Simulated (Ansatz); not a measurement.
Start from Zn3In2O6 (space group R3m, No. 160; a cell from a computed database, its experimental status unchecked).

```
CELL_PARAMETERS angstrom
      1.70451     0.98410    13.88389
     -1.70451     0.98410    13.88389
      0.00000    -1.96820    13.88389
ATOMIC_POSITIONS crystal
  Zn 0.26229 0.26229 0.26229
  Zn 0.73849 0.73849 0.73849
  Zn 0.13116 0.13116 0.13116
  In 0.00045 0.00045 0.00045
  In 0.86313 0.86313 0.86313
  O  0.91526 0.91526 0.91526
  O  0.08387 0.08387 0.08387
  O  0.19472 0.19472 0.19472
  O  0.81021 0.81021 0.81021
  O  0.30872 0.30872 0.30872
  O  0.69134 0.69134 0.69134
```

Cartesian axes are those of the cell as printed.

Method: PBEsol (Ansatz, a program for electronic structure, PAW, no spin-orbit coupling).

Before the change:

```
Property                                      Value
-----------------------------  --------------------
Valence-band top at Γ          0.00, 0.00, -0.34 eV
Band gap                                    0.58 eV
Width of the top valence band               0.59 eV
```

Now apply this change: uniaxial stress, 8 GPa tension along z; all other stress components relax to zero.

Task: How does this affect the secant Young's modulus along z, valence-band top at Γ, band gap, width of the top valence band and energy relative to the base?

Result: The secant Young's modulus along z amounts to 160 GPa; the valence-band top at Γ (three highest levels, from the VBM) goes from 0.00, 0.00, -0.34 eV to 0.00, 0.00, -0.36 eV; the band gap shrinks by 0.16 eV (0.58 eV → 0.42 eV); the width of the top valence band grows by 0.24 eV to 0.83 eV; the energy increases by 15 meV/atom.

Load acts through the strain it causes; cell and atoms are relaxed under it. Stability under load was not tested beyond the relaxation.
